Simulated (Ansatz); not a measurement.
Start from Mg2Ge in the anti-fluorite structure (space group Fm-3m, No. 225; a = 6.364 Å). Axes: x, y, z lie along the cube axes.

All numbers come from PBEsol in Ansatz (plane waves to 420 eV, PAW, no SOC).

Strains are applied to the cell and any free atomic positions relax.

One change was made to it. Results:

```csv
quantity,base,after
energy relative to the base (free energy F),0 meV/atom,+2.4 meV/atom
band gap,0.08 eV,zero
shortest interatomic distance,275.6 pm,273.5 pm
"pressure (mean of the normal stresses, compression positive)",0.0 GPa,0.0 GPa
```

Q: Name the change that was made.
(A) tensor shear ε_xy = +0.57 %
(B) tensor shear ε_xy = +2.00 %
(C) tensor shear ε_xy = +0.86 %
(D) tensor shear ε_xy = +1.43 %

A: D, tensor shear ε_xy = +1.43 %. For comparison, the energy relative to the base in the other runs: tensor shear ε_xy = +2.00 % gives +4.6 meV/atom; tensor shear ε_xy = +0.57 % gives +0.4 meV/atom; tensor shear ε_xy = +0.86 % gives +0.9 meV/atom.

No phonon test of stability was made. All final runs are without spin polarisation. Gaps under 0.05 eV, about the width of the smearing, are given as zero. A zero or small gap of Mg2Ge can be the functional's error rather than a property of the material.

Ansatz is a first-principles code.
